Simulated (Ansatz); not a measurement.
**TaAs: pressure series**

Start from TaAs (space group I4_1md, No. 109; a = 3.429 Å, c = 11.582 Å).

Cell and atoms are relaxed at each pressure.

The values are results of Ansatz (a program for electronic structure), PBEsol, PAW, cutoff 420 eV, no spin-orbit coupling, not measurements.

Notes on the quantities. enthalpy: H = E + PV relative to the base's energy.

```json
[
 {"variant": "base", "lattice parameter a": "342.9 pm", "c/a ratio": "3.378", "enthalpy": "–"},
 {"variant": "pressure 1.8 GPa", "lattice parameter a": "342.0 pm", "c/a ratio": "3.372", "enthalpy": "+0.19 eV/atom"},
 {"variant": "pressure 4.2 GPa", "lattice parameter a": "340.9 pm", "c/a ratio": "3.364", "enthalpy": "+0.44 eV/atom"},
 {"variant": "pressure 9 GPa", "lattice parameter a": "338.9 pm", "c/a ratio": "3.350", "enthalpy": "+0.93 eV/atom"}
]
```

Load acts through the strain it causes; cell and atoms are relaxed under it. Stability against distortions was not tested. Competing high-pressure phases were not computed. All final runs are without spin polarisation.
